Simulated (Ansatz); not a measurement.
System: AlB2-type TiB₂. Method: PBE-D3(BJ) (Ansatz, a quantum-chemistry and plane-wave program, plane waves, PAW).

Numerical settings: plane-wave cutoff 520 eV, 24×24×16 k mesh (along the axes of the cell as run), Fermi–Dirac smearing 0.05 eV, no spin polarisation, scalar-relativistic PAW data made under PBE.

Starting structure:

```
CELL_PARAMETERS angstrom
      3.03000     0.00000     0.00000
     -1.51500     2.62406     0.00000
      0.00000     0.00000     3.23000
ATOMIC_POSITIONS crystal
  Ti 0.00000 0.00000 0.00000
  B  0.66667 0.33333 0.50000
  B  0.33333 0.66667 0.50000
```

**Question.** Into what structure does the relaxation of cell and atoms lead at this level, with the symmetry of the start kept?

**Answer.** The volume falls by 3.2 %; final space group P6/mmm.
```
CELL_PARAMETERS angstrom
      3.00361     0.00000     0.00000
     -1.50181     2.60121     0.00000
      0.00000     0.00000     3.18146
ATOMIC_POSITIONS crystal
  Ti 0.00000 0.00000 0.00000
  B  0.66667 0.33333 0.50000
  B  0.33333 0.66667 0.50000
```
